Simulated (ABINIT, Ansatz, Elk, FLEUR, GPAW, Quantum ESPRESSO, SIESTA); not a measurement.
Code comparison for BeCo (Pm-3m, 2 atoms in the cell)

Self-consistent single point.

```
CELL_PARAMETERS angstrom
      2.57175     0.00000     0.00000
      0.00000     2.57175     0.00000
      0.00000     0.00000     2.57175
ATOMIC_POSITIONS crystal
  Be 0.00000 0.00000 0.00000
  Co 0.50000 0.50000 0.50000
```
Moments meant for the start (each program seeds them in its own way; μB, in the order of the atoms Be Co): 0.0 3.0.

All programs got the same cell, k-point mesh and kind of occupations, and the same starting moments (in Ansatz's words: kpoints.mp_grid.grid = 9 9 9; magnetization.spin_polarized = true; scf.occupations.method = fermi_dirac; scf.occupations.width = 0.0073 Ry); potentials, basis and cutoffs are each program's usual ones.

```
code                                                                                                                                      model  pressure (GPa)  size of the net moment (μB/atom)  k-points           cutoff
----------------  -----------------------------------------------------------------------------------------------------------------------------  --------------  --------------------------------  --------  ---------------
SIESTA            GGA PBEsol, numerical atomic orbitals DZP, PseudoDojo PBEsol standard norm-conserving potentials (rewritten from UPF to PSML)          -10.67                              0.18       365      grid 350 Ry
Elk                                                                    PBEsol, all-electron FP-LAPW, Elk's shipped species files, LAPW+lo basis               –                              0.15        35         rgkmax 8
ABINIT                                                           PBEsol, norm-conserving pseudopotentials (PseudoDojo nc-sr-04 PBEsol standard)           -0.95                              0.16        35          1306 eV
Quantum ESPRESSO                                                          PBEsol, PseudoDojo standard norm-conserving (PBESOL) pseudopotentials           -0.92                              0.17        35           100 Ry
FLEUR                                                                           PBEsol, all-electron FLAPW (FLEUR), scalar-relativistic valence               –                              0.15        35  Kmax 4.4 1/bohr
GPAW                                                                                      PBEsol, GPAW PAW datasets PBEsol (made by gpaw-setup)           -0.23                              0.16        35           850 eV
Ansatz                                                                                                          PBEsol, PAW files made with PBE           -1.32                              0.16        35          default
```

A dash marks a value that a program does not give, or that is left out as unsure.

The spread over the programs that give each value: pressure within 10.44 GPa; size of the net moment within 0.03 μB/atom.

The starting cell comes from a database of computed structures (which also holds hypothetical and non-ambient phases and stackings), without a prior relaxation at this level. On Ansatz's run: The moments shrank to a small part of their start, a low-spin state that need not be the lowest.

Task: Why do the programs differ, and what cannot be compared?

Result: Differences of this kind can come from the potentials, where these differ, and from what each basis and cutoff leave unconverged. The valence holds different numbers of electrons (SIESTA 21, ABINIT 21, Quantum ESPRESSO 21, FLEUR 17, GPAW 11, Ansatz (an electronic-structure program) 19). The zero of total energies and Fermi levels follows the potentials and each program's conventions, so they are not compared here. SIESTA uses small atom-centred bases, whose incompleteness enters pressures, forces and empty levels differently from a plane-wave cutoff. Elk and FLEUR treat all electrons, but the usual bases taken here (sphere radii, linearisation, local orbitals, empty states) were not tested for convergence, so the values are no reference for the others. Ansatz's pressure is given at a fixed set of plane waves, as the other plane-wave codes print theirs; with its correction for the finite basis it is -1.24 GPa. Ansatz's smearing width was typed in Ry to four decimals, so it matches the others to a few per cent. Site moments depend on each program's spheres or projections; the total moment of the cell does not. The programs reduce the same mesh by symmetry to different extents, which changes the work and not the result. In the pressure, SIESTA (by 9.73) lies more than 1 GPa from the median of the plane-wave programs.

Keys are those of Ansatz 0.2.
